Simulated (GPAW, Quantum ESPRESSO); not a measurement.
A Quantum ESPRESSO input for a self-consistent single point of AuBr (P1, 8 atoms in the cell) (DFT, PBEsol, plane waves, PseudoDojo standard norm-conserving (PBESOL) pseudopotentials):

```fortran
&control
    calculation = 'scf'
    prefix = 'scf'
    outdir = './tmp'
    pseudo_dir = './'
    verbosity = 'high'
    tprnfor = .true.
    tstress = .true.
/
&system
    ibrav = 0
    nat = 8
    ntyp = 2
    ecutwfc = 80
    occupations = 'fixed'
    nbnd = 58
/
&electrons
    conv_thr = 1e-10
    mixing_beta = 0.5
/
ATOMIC_SPECIES
Au   196.9666  Au.upf
Br    79.9040  Br.upf
CELL_PARAMETERS bohr
  -6.774025650     6.774025650     8.662381723
   6.774025650    -6.774025650     8.662381723
   6.774025650     6.774025650    -8.662381723
ATOMIC_POSITIONS alat
Au    0.259520725    0.525573393    0.502770582
Au   -0.010426774    0.256655984    0.166568057
Au   -0.266073648    0.533769005    0.502872527
Au    0.010568385    0.783629754    0.175504377
Br    0.527543886   -0.004921249    0.591726665
Br    0.002325569    0.003556012    0.936863497
Br   -0.004502709   -0.003283804    0.409240369
Br    0.530015786    0.002962295    0.067922466
K_POINTS automatic
3 3 3  0 0 0
```

**Question.** Write the same calculation as an input for GPAW.

**Answer.** This is the input that was run; spellings and numerical settings could be chosen otherwise.

```python
from ase import Atoms
from ase.units import GPa
from gpaw import GPAW

atoms = Atoms(['Au', 'Au', 'Au', 'Au', 'Br', 'Br', 'Br', 'Br'],
              cell=[[-3.584660, 3.584660, 4.583935],
                    [3.584660, -3.584660, 4.583935],
                    [3.584660, 3.584660, -4.583935]],
              positions=[[1.773726, 3.592095, 3.436246],
                         [-0.071263, 1.754146, 1.138429],
                         [-1.818512, 3.648108, 3.436943],
                         [0.072231, 5.355812, 1.199506],
                         [3.605562, -0.033635, 4.044227],
                         [0.015894, 0.024304, 6.403106],
                         [-0.030774, -0.022444, 2.797003],
                         [3.622457, 0.020246, 0.464224]],
              pbc=True)

calc = GPAW(mode={'name': 'pw', 'ecut': 600},
            xc='PBEsol',
            kpts=(3, 3, 3),
            occupations={'name': 'fermi-dirac', 'width': 0.0},
            nbands=-4,
            convergence={'forces': 0.001, 'bands': -2},
            symmetry={'symmorphic': False, 'tolerance': 0.0005},
            maxiter=150,
            txt='-')

atoms.calc = calc

energy = atoms.get_potential_energy()
print('Energy (eV):', round(energy, 6))
forces = atoms.get_forces()
print('Forces (eV/Ang):')
print(forces.round(5))
stress = atoms.get_stress()
print('Stress (GPa, Voigt):', (stress / GPa).round(4))
```

Basis, cutoffs, solver keys and any potentials are the target program's own. This input uses DFT PBEsol, plane waves, GPAW PAW datasets PBEsol (made by gpaw-setup).

The starting cell comes from a database of computed structures (which also holds hypothetical and non-ambient phases and stackings), without a prior relaxation at this level. For this run, on top of that: atoms moved at random.
